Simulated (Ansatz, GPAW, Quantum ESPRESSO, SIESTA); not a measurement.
## One structure in several programs: CdS (F-43m, 2 atoms in the cell)

Self-consistent single point.

```xyz
2
Lattice="0.0000 2.9430 2.9430 2.9430 0.0000 2.9430 2.9430 2.9430 0.0000" Properties=species:S:1:pos:R:3 pbc="T T T"
Cd     0.0000     0.0000     0.0000
S      1.4715     1.4715     1.4715
```

Shared settings, as Ansatz (a first-principles code) writes them: kpoints.mp_grid.grid = 7 7 7; scf.occupations.method = fixed. Potentials and cutoffs stand in the table.

```
code                                                                                                                                model  pressure (GPa)  gap on the mesh (eV)       cutoff
----------------  -----------------------------------------------------------------------------------------------------------------------  --------------  --------------------  -----------
Quantum ESPRESSO                                                          PBE, PseudoDojo standard norm-conserving (PBE) pseudopotentials            1.19                 1.087       105 Ry
SIESTA            GGA PBE, numerical atomic orbitals DZP, PseudoDojo PBE standard norm-conserving potentials (rewritten from UPF to PSML)            0.79                 1.325  grid 350 Ry
Ansatz                                                                                                                     PBE, PAW files            1.15                 1.086      default
GPAW                                                                                         PBE, GPAW PAW datasets PBE (gpaw-data 1.0.1)            0.92                 1.068       600 eV
```

Gaps are read on the mesh.

The spread over the programs that give each value: pressure within 0.40 GPa; gap on the mesh within 0.257 eV.

SIESTA uses small atom-centred bases, whose incompleteness enters pressures, forces and empty levels differently from a plane-wave cutoff. Ansatz's pressure is given at a fixed set of plane waves, as the other plane-wave codes print theirs. In the gap, SIESTA (by 0.240) lies more than 0.12 eV from the median of the plane-wave programs.

On the base mesh (5 5 5) the same programs gave: Ansatz pressure 1.18 GPa, gap on the mesh 1.082 eV; Quantum ESPRESSO pressure 1.22 GPa, gap on the mesh 1.083 eV; GPAW pressure 0.95 GPa, gap on the mesh 1.065 eV; SIESTA pressure 0.82 GPa, gap on the mesh 1.322 eV.

The starting cell comes from a database of computed structures (which also holds hypothetical and non-ambient phases and stackings), without a prior relaxation at this level.

Left out of this page: ABINIT (failed or unconverged); CP2K (on another mesh); FLEUR (with a known weakness of the program).

Keys are those of Ansatz 0.2.
